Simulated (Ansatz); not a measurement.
The reference is CaB6 (space group Pm-3m, No. 221; a = 4.1271 Å). Axes: x, y, z lie along the cube axes.

The values are results of PBEsol (Ansatz, a first-principles code, PAW, scalar-relativistic without spin-orbit coupling), not measurements.

Before the change:

- Pressure = 0.0 GPa
- Shortest interatomic distance = 166.4 pm

Now apply this change: uniaxial strain ε_yy = −0.49 %, all other strain components held at zero, atoms relaxed at fixed cell.

Task: What happens to the energy relative to the base?

Result: The energy rises by 0.3 meV/atom.

Task: Estimate the effect on the pressure.

Result: The pressure (mean of the normal stresses, compression positive) goes from zero to 0.8 GPa.

Task: What happens to the shortest interatomic distance?

Result: The shortest interatomic distance falls by 1.0 pm to 165.4 pm.

Whether these cells are dynamically stable was not tested. The final runs are not spin-polarised. Gaps under 0.05 eV, about the width of the smearing, are given as zero.
